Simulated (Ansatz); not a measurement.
A constructed model of the (111) surface of fcc Al, a layer of W in place of the second plane (bottom of the slab: a bare face, its two planes held)

Method: PBE (plane waves to 420 eV, PAW; Ansatz, a first-principles code).

Slab: 6 atoms, 12.2 Å thick at the start with caps and adatoms (thin: gaps and levels are the slab's own); k 15x15x1, smearing 0.1 eV, dipole-corrected; 2 atoms held, the rest relaxed; start symmetry kept, larger cells not searched; no spin, no spin-orbit, no U. In PBE it lies 0.10 eV a 1x1 cell over the lowest computed structure of the same composition (a layer of W in place of the third plane).

- work function of the top face: 4.22 eV
- energy released by relaxation: 0.48 eV
- cost: very roughly 100 core-seconds
